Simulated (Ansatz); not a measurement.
L1₂ (Cu3Au-type) Al₃Sc was calculated with r²SCANh (PAW; Ansatz, an electronic-structure program).

Numerical settings: plane-wave cutoff 520 eV, 8×8×8 k mesh, Fermi–Dirac smearing 0.05 eV, scalar-relativistic PAW data made under PBE.

Pressure at four volumes; x = ln(V/16.962 Å³). One pressure is withheld.

```tsv
V (Å³/atom)	x	P (GPa)
16.166	-0.0481	?
16.592	-0.0221	2.54
16.962	0.0000	0.30
17.868	0.0520	-4.25
```

### Question
Pass a parabola P(x) through the three rows shown, estimate the bulk modulus and its pressure derivative near zero pressure, and predict the withheld pressure.

### Answer
Slopes between the rows: (0.30 − (2.54))/(0.0000 − (-0.0221)) = -101.36 and (-4.25 − (0.30))/(0.0520 − (0.0000)) = -87.50 GPa. Their difference over the span 0.0741 is c = 13.86/0.0741 = 187.0 GPa, so P(x) = 2.54 + (-101.36)(x − (-0.0221)) + 187.0 (x − (-0.0221))(x − (0.0000)). At the middle row B = −dP/dx = −[-101.36 + 187.0 × 0.0221] = 97.2 GPa, and B′ = dB/dP = 2c/B = 3.8. At x = -0.0481 the parabola gives 5.41 GPa; the run gives 5.42 GPa. The Birch–Murnaghan fit to the energies at all volumes has B0 = 95.8 GPa and B′ = 4.0.

Measured, for comparison: bulk modulus 91.5 ± 1 GPa (298 K, not corrected to a static lattice, polycrystal; as tabulated in A Combined Experimental and First-Principles Based Assessment of …). Computed (rounded) less measured: bulk modulus +5 %. A static lattice is as a rule a little smaller and stiffer than an uncorrected measurement, which narrows the difference in the bulk modulus and would widen misses of the other sign.
